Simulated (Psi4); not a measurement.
Psi4 1.11, TPSS/def2-svpd: Ti(I)(H)3 ([TiH3][I]), 5 atoms. The geometry is a generated start, not checked to be a minimum at this level.

```yaml
task: energy
method: tpss
basis: def2-svpd
memory: 3 GB
maxiter: 100
keys_of_the_molecule_block: symmetry c1
scf_type: df (default)
e_convergence: 1e-06 (default)
d_convergence: 1e-06 (default)
dft_radial_points: 75 (default)
dft_spherical_points: 302 (default)
effective_core_potentials: those of the basis set, past Kr
basis_functions: 93
grid_points: 109863
```

```xyz
5

Ti     0.2476    -0.0540     0.1601
I     -2.0056     0.4247    -1.2951
H      1.4736     0.6403    -0.7440
H     -0.0428     0.7111     1.6228
H      0.3272    -1.7221     0.2561
```

Charge 0 and multiplicity 1 are set for this test and not shown to be the ground state.

With the defaults (diis = true, scf_initial_accelerator = adiis, damping_percentage = 0, guess = auto, which took SAD, diis_max_vecs = 10, level_shift = 0, level_shift_cutoff = 0.01) it converges in 12 SCF iterations. One run each on 2 threads, with these changes:
- diis = false, scf_initial_accelerator = none, damping_percentage = 60
- diis_max_vecs = 3
- scf_initial_accelerator = ediis
- diis_max_vecs = 20
- level_shift = 0.1, level_shift_cutoff = 0.001
- damping_percentage = 20
- scf_initial_accelerator = none
- guess = gwh
- guess = core

**Question.** Which of these changes keep the SCF from converging, or lead it to another solution?

**Answer.** No convergence: diis = false, scf_initial_accelerator = none, damping_percentage = 60 (the run ends without SCF convergence in 100 iterations). The rest reach the solution of the defaults.

| setting | SCF iterations | end |
|---|---|---|
| the defaults | 12 | same solution |
| scf_initial_accelerator = ediis | 12 | same solution |
| diis_max_vecs = 20 | 12 | same solution |
| level_shift = 0.1, level_shift_cutoff = 0.001 | 12 | same solution |
| scf_initial_accelerator = none | 14 | same solution |
| guess = core | 15 | same solution |
| guess = gwh | 15 | same solution |
| damping_percentage = 20 | 21 | same solution |
| diis_max_vecs = 3 | 24 | same solution |
| diis = false, scf_initial_accelerator = none, damping_percentage = 60 | 100 | no convergence |

1 further run of the study ended by our limits or in an error and is left out.
